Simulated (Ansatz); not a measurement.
## TiN, response to strain

The parent structure is TiN in the rock salt structure (space group Fm-3m, No. 225; a = 4.2325 Å). Axes: x, y, z lie along the cube axes.

Strains are applied to the cell and any free atomic positions relax; under biaxial strain the out-of-plane vector relaxes too; under stress the whole cell relaxes.

Calculations: plane-wave PAW DFT at the r2SCAN level (Ansatz, an electronic-structure program, 500 eV), scalar-relativistic without spin-orbit coupling.

Candidates:
(a) biaxial strain +2.30 %, plane normal [001], relaxed out of plane
(b) isotropic strain −0.54 %
(c) tensor shear ε_xy = −1.83 %
(d) uniaxial stress, 3 GPa tension along z
(e) biaxial strain +0.93 %, plane normal [110], relaxed out of plane

Notes on the quantities. energy relative to the base: free energy F.

**Question.** Order them by energy relative to the base, highest first.

**Answer.** (a) biaxial strain +2.30 %, plane normal [001], relaxed out of plane (+20 meV/atom), (c) tensor shear ε_xy = −1.83 % (+7.2 meV/atom), (e) biaxial strain +0.93 %, plane normal [110], relaxed out of plane (+3.1 meV/atom), (b) isotropic strain −0.54 % (+2.3 meV/atom), (d) uniaxial stress, 3 GPa tension along z (+0.5 meV/atom)

A biaxial case was relaxed in a doubled cell and then solved in the primitive one. Without a gap, meshes like the base's 19×19×19 leave anisotropic stresses uncertain by several tenths of a GPa, and small strain energies with them. Beyond what the load breaks, stability against distortions was not tested. The final runs are not spin-polarised. An odd electron count without spin: TiN.
